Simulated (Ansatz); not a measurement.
The parent structure is SnSe in the zinc blende structure (space group F-43m, No. 216; a = 6.650 Å; a hypothetical phase, not in the database extracts checked; relaxed with 0.1 eV smearing).

Modification: an isotropic linear strain of +5.24 %; the atoms relax in the strained cell.

Levels (all Ansatz, a first-principles code, PAW): PBEsol (420 eV, without spin-orbit coupling); r2SCAN (500 eV, no spin-orbit coupling); HSE06 (420 eV, no SOC).

One geometry, relaxed with PBEsol, under each level:

```tsv
level	band gap	lowest conduction level above the VBM at special points	electron mass	pressure
PBEsol	0.27 eV	X 0.27 eV; K 1.24 eV; U 1.24 eV; W 1.52 eV	2.1 mₑ along k, 0.40 mₑ across (at X)	-37.7 kbar
r2SCAN	0.42 eV	X 0.42 eV; K 1.41 eV; U 1.41 eV; W 1.76 eV	2.0 mₑ along k, 0.39 mₑ across (at X)	-31.8 kbar
HSE06	0.70 eV	X 0.70 eV; K 1.70 eV; U 1.70 eV; Γ 2.08 eV	–	–
```

Single points use the geometry relaxed with PBEsol. Their cutoffs differ, which shifts pressures a little. The hybrid gap comes from the SCF mesh plus the semilocal run's edge points and a few special points and is an upper bound. Masses are band curvatures over ±0.01 Å⁻¹ around the edge. Along k means along the line from Γ to the band edge. Stability against distortions was not tested. The final runs are not spin-polarised. The zero or small gap of SnSe can change with the level of theory.
